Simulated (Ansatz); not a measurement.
Abridged Ansatz (an electronic-structure program) output:

```
Relaxation: its limit of steps is 50 (relax.max_steps)
Pseudopotential: Mg, paw, valence charge 10
Crystal: 2 atoms, lattice volume = 44.912 Å³
Basis set: ecut = 420 eV, 881 PW (Γ), exchange–correlation on 48×48×72 points (8 copies of the dense FFT grid, shifted against one another)
Bands: 14, of which v1, the nominal top of the filled ones, is band 10 counted from 1 (9 counted from 0)
Symmetry: 24 space group operations
k-points: 288 of 4851
Functional: x = pbe(κ = 0.804, μ = 0.2195149727645171), c = pbe(β = 0.06672455060314922)
SCF iter   1: F=—  HF=-3847.614255 eV  |F-HF|=—  |Δ(HF+E_count)|=         —  Δρ=8.38e-4  dr2=3.68e-4  ethr=1.77e-3  ⟨swp⟩=5.0  Hψ=20274  notcnv=0
SCF iter   2: F=—  HF=-3847.613905 eV  |F-HF|=—  |Δ(HF+E_count)|=   3.50e-4  Δρ=5.33e-4  dr2=1.48e-4  ethr=1.84e-6  ⟨swp⟩=2.1  Hψ=8485  notcnv=0
SCF 1 converged in 6 iterations: F = -3847.613936 eV  dr2 = 2.63e-9
relax step   1: F+E_penalty+E_count = -3847.61393644 eV  Δ(F+E_penalty+E_count) = +0.000e0 eV  max|allowed force component| = 2.313e-17 eV/Å  Δτ_max = 0.0000 Å  P = +0.891 GPa  Ω = 44.912 Å³  fix = [a, b, gamma]  reactions: a +1.303, b +1.303 GPa  (6 SCF iters, dr2 threshold 1.00e-7 eV, accepted)
[... steps on the carried basis left out ...]
relax step   3: F+E_penalty+E_count = -3847.61394411 eV  Δ(F+E_penalty+E_count) = -6.684e-7 eV  max|allowed force component| = 4.857e-17 eV/Å  Δτ_max = 0.0000 Å  P = +0.856 GPa  Ω = 44.954 Å³  energy of the carried Pulay correction = -8.702e-7 eV  fix = [a, b, gamma]  reactions: a +1.285, b +1.285 GPa  (3 SCF iters, dr2 threshold 1.21e-9 eV, accepted)
Crystal: 2 atoms, lattice volume = 44.954 Å³
SCF iter   1: F=—  HF=-3847.613911 eV  |F-HF|=—  |Δ(HF+E_count)|=         —  Δρ=1.60e-6  dr2=5.06e-10  ethr=2.83e-8  ⟨swp⟩=3.5  Hψ=31797  notcnv=0
SCF iter   2: F=—  HF=-3847.613945 eV  |F-HF|=—  |Δ(HF+E_count)|=   3.37e-5  Δρ=5.66e-7  dr2=6.61e-11  ethr=2.53e-12  ⟨swp⟩=3.3  Hψ=9428  notcnv=0
SCF 4 converged in 4 iterations: F = -3847.613945 eV  dr2 = 2.33e-13
SCF converged after 4 iterations
Free energy (F): -3847.613945 eV
Internal energy: -3847.587642 eV  (E = F + TS)
E sigma→0 (E₀):  -3847.600793 eV
Entropy (-TS):   -0.026303 eV (-13.152 meV/atom)
Fermi energy:    5.822614 eV
--- Forces (eV/Å), atoms counted from 1 ---
  atom   1  Mg    -0.00000000     0.00000000     0.00000000
  atom   2  Mg    -0.00000000    -0.00000000     0.00000000
--- Stress (GPa, compression-positive) ---
        1.284649       0.000000       0.000000
        0.000000       1.284649       0.000000
        0.000000       0.000000       0.000050
  P = ⅓ Tr σ = 0.8564 GPa (8.564 kbar)
--- Relaxed structure (3 steps of the walk, 3 accepted, 1 SCFs on fresh bases) ---
  cell:  # Å, volume = 44.9541 Å³
    - [3.1472881995011623, -2.8867582781435544e-11, 0.0]
    - [1.5736440997755812, 2.7256315337845596, 0.0]
    - [0.0, 0.0, 5.240416023311697]
  atoms:
    - { symbol: Mg, position: [0.6666666666666666, 0.6666666666666666, 0.7499999999999999] }
    - { symbol: Mg, position: [0.3333333333333333, 0.3333333333333333, 0.24999999999999994] }
```

**Question.** What was computed, and what are the main results?

**Answer.** Mg, 2 atoms in the cell, with PBE/PAW in Ansatz, spin-orbit coupling left out. The last SCF converged to F = -3847.613945 eV, or -1923.8070 eV per atom, at a pressure of 0.86 GPa. The total energy compares only with runs of the same code, potentials and settings.

The cells carry an imposed strain or load. No phonon test of stability was made. The cell was made from Mg in the hcp (Mg type) structure (space group P6_3/mmc, No. 194) by this change: biaxial strain −1.50 %, plane normal [001], relaxed out of plane.

Keys are those of Ansatz 0.2.
